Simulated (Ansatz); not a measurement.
A computed series for Rh: response to strain

Consider Rh in the fcc (Cu type) structure (space group Fm-3m, No. 225; a = 3.802 Å; relaxed with 0.1 eV smearing).

Strains are applied to the cell and any free atomic positions relax.

Method: DFT with r2SCAN, PAW potentials and a 500 eV plane-wave cutoff in Ansatz (a program for electronic structure), scalar-relativistic without spin-orbit coupling.

```json
[
 {"isotropic strain (%)": "-3", "pressure (GPa)": "32.3"},
 {"isotropic strain (%)": "-2.5", "pressure (GPa)": "25.8"},
 {"isotropic strain (%)": "-2", "pressure (GPa)": "?"},
 {"isotropic strain (%)": "-1.5", "pressure (GPa)": "14.3"},
 {"isotropic strain (%)": "-1", "pressure (GPa)": "9.1"},
 {"isotropic strain (%)": "-0.5", "pressure (GPa)": "4.4"},
 {"isotropic strain (%)": "0", "pressure (GPa)": "0.0"}
]
```

Problem. Fit P = P₀ − Bδ + Cδ² with δ = (1 + ε)³ − 1 to the rows shown and predict the withheld row.

Solution. Least squares on the printed values gives P₀ = 0.0 GPa, B = 273 GPa, C = 1100 GPa (largest residual 0.1 GPa); this predicts 19.9 GPa, and the run gives 19.8 GPa, in agreement.

Stability against distortions was not tested. All final runs are without spin polarisation.
